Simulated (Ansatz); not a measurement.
The starting structures come from a database of crystals and need not be the phases stable at ambient conditions.

 Where the default PAW files enter, the runs use the earlier of Ansatz's two default sets.

Input:

```
CELL_PARAMETERS angstrom
      4.48681     0.00000     0.00000
      0.00000     4.48681     0.00000
      0.00000     0.00000     4.48681
ATOMIC_POSITIONS crystal
  Cs 0.00000 0.00000 0.00000
  Cd 0.50000 0.50000 0.50000
  F  0.00000 0.50000 0.50000
  F  0.50000 0.00000 0.50000
  F  0.50000 0.50000 0.00000
```

Space group of this cell: Pm-3m, cubic perovskite. The cell is taken as given; by PBEsol its mean pressure is -1.0 GPa.

Transport runs along the normal of the first two printed cell vectors, the (001) plane of the conventional cell.

No gap correction and no spin-orbit coupling; mid-gap values are interpolated between computed energies.

Task: Estimate the band gap and the smallest decay constant κ at mid-gap that Ansatz (an electronic-structure program) with PBEsol returns for this system.

Result: Gap 3.19 eV on a 8×8×8 mesh; κ = 0.355 1/Å, at the zone centre.
